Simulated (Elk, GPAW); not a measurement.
An Elk input for a self-consistent single point of YCo₄Si (P-6m2, 6 atoms in the cell) (DFT, LDA (PW92), all-electron FP-LAPW, Elk's shipped species files, APW+lo basis with extra local orbitals):

```
tasks
  0

spinpol
  .true.

reducebf
  0.5

rgkmax
  7.5

gmaxvr
  16.0

nxlo
  2

lorbcnd
  .true.

rmtscf
  0.87

lmaxi
  2

nempty
  10

swidth
  0.00367493

maxscl
  100

avec
    9.5920230125    0.0000000067    0.0000000000
   -4.7960115121    8.3069355991    0.0000000000
    0.0000000000    0.0000000000    7.0272111561

atoms
  3
  'Y.in'
  1
  0.6666666667  0.3333333333  0.0000000000    0.0 0.0 0.0
  'Co.in'
  4
  0.3333333333  0.6666666667  0.0000000000    0.0 0.0 -1.5
  0.6666770000  0.8333380000  0.5000000000    0.0 0.0 -1.5
  0.1666620000  0.3333230000  0.5000000000    0.0 0.0 -1.5
  0.1666620000  0.8333380000  0.5000000000    0.0 0.0 -1.5
  'Si.in'
  1
  0.0000000000  0.0000000000  0.0000000000    0.0 0.0 0.0

ngridk
  5 5 6
```

Give the GPAW input for the same structure, mesh, smearing and functional.

This is the input that was run; spellings and numerical settings could be chosen otherwise.

```python
from ase import Atoms
from ase.units import GPa
from gpaw import GPAW

atoms = Atoms(['Y', 'Co', 'Co', 'Co', 'Co', 'Si'],
              cell=[[5.075880, 0.000000, 0.000000],
                    [-2.537940, 4.395841, 0.000000],
                    [0.000000, 0.000000, 3.718640]],
              scaled_positions=[[0.666667, 0.333333, 0.000000],
                                [0.333333, 0.666667, 0.000000],
                                [0.666677, 0.833338, 0.500000],
                                [0.166662, 0.333323, 0.500000],
                                [0.166662, 0.833338, 0.500000],
                                [0.000000, 0.000000, 0.000000]],
              pbc=True)

atoms.set_initial_magnetic_moments([0.0, 3.0, 3.0, 3.0, 3.0, 0.0])

calc = GPAW(spinpol=True,
            mode={'name': 'pw', 'ecut': 800},
            xc='LDA',
            kpts={'size': (5, 5, 6), 'gamma': True},
            occupations={'name': 'fermi-dirac', 'width': 0.1},
            nbands=-12,
            symmetry={'symmorphic': False, 'tolerance': 0.0005},
            maxiter=120)

atoms.calc = calc

energy = atoms.get_potential_energy()
print('Energy (eV):', round(energy, 6))
forces = atoms.get_forces()
print('Forces (eV/Ang):')
print(forces.round(5))
stress = atoms.get_stress()
print('Stress (GPa, Voigt):', (stress / GPa).round(4))
```

Basis settings and potentials, where a program has them, do not carry over. This input uses DFT LDA (Perdew-Wang 92), plane waves, GPAW PAW datasets LDA (gpaw-data 1.0.1). LDA parametrisations can differ slightly between programs.

The starting cell comes from a database of computed structures (which also holds hypothetical and non-ambient phases and stackings), without a prior relaxation at this level.
